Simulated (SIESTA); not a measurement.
## How far to go with the SCF threshold: Au (Fm-3m, 1 atom in the cell)

```xyz
1
Lattice="0.0000 2.0339 2.0339 2.0339 0.0000 2.0339 2.0339 2.0339 0.0000" Properties=species:S:1:pos:R:3 pbc="T T T"
Au     0.0000     0.0000     0.0000
```

Computed with SIESTA 5.4.2 with GGA PBEsol, numerical atomic orbitals DZP, PseudoDojo PBEsol standard norm-conserving potentials (rewritten from UPF to PSML).

Base settings: XC.functional = GGA; XC.authors = PBEsol; potentials = PseudoDojo PBEsol standard; PAO.BasisSize = DZP; PAO.EnergyShift = 0.01 Ry; MeshCutoff = 300 Ry; kgrid.MonkhorstPack = 8 8 8; OccupationFunction = FD; ElectronicTemperature = 0.1 eV; MaxSCFIterations = 150.

In this ladder: SCF.DM.Tolerance = default; SCF.DM.Converge = false; SCF.H.Converge = false; SCF.FreeE.Converge = true.

The mesh stays at the base's, so the ladder's end is converged at best in this setting alone.

Only quantities that move along the ladder and can be compared are tabulated.

The starting cell has typed, rounded lattice constants, without a prior relaxation at this level. Its lattice was rescaled by up to half a per cent. Values carry the incompleteness of an atom-centred basis.

Steps (SCF.FreeE.Tolerance): 1.0E-01 eV; 1.0E-02 eV; 1.0E-03 eV; 1.0E-04 eV; 1.0E-05 eV; 1.0E-06 eV; 1.0E-07 eV; 1.0E-08 eV; 1.0E-10 eV; 1.0E-12 eV.

### Question
What is the coarsest SCF.FreeE.Tolerance that holds the pressure within 0.1 GPa of the last step, with all finer ones?

### Answer
1.0E-04 eV; the step before is off by 0.15 GPa.

```csv
SCF.FreeE.Tolerance,pressure (GPa)
1.0E-01 eV,0.40
1.0E-02 eV,0.40
1.0E-03 eV,0.40
1.0E-04 eV,0.56
1.0E-05 eV,0.56
1.0E-06 eV,0.55
1.0E-07 eV,0.55
1.0E-08 eV,0.55
1.0E-10 eV,0.55
1.0E-12 eV,0.55
```
